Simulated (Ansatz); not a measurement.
The starting structures come from a database of crystals and need not be the phases stable at ambient conditions.

The decay constant κ of evanescent states in the gap governs leakage through a thin film.

Input:

```xyz
6
Lattice="4.5552 0.0000 0.0000 0.0000 4.5552 0.0000 0.0000 0.0000 8.3201" Properties=species:S:1:pos:R:3 pbc="T T T"
La     0.0000     2.2776     6.3158
La     2.2776     0.0000     2.0043
Te     0.0000     2.2776     3.0113
Te     2.2776     0.0000     5.3088
Cl     0.0000     0.0000     0.0000
Cl     2.2776     2.2776     0.0000
```

Space group of this cell: P4/nmm. The cell is taken as given.

Transport runs along the normal of the first two printed cell vectors, the (001) plane of the conventional cell.

The gap is the functional's own, uncorrected, and κ follows it; spin-orbit coupling is left out. Mid-gap values are interpolated between the computed energies.

Task: State the band gap and the smallest decay constant κ at mid-gap according to r2SCAN (Ansatz, an electronic-structure program).

Result: Gap 0.99 eV on a 8×8×4 mesh; κ = 0.185 1/Å, at the zone centre.
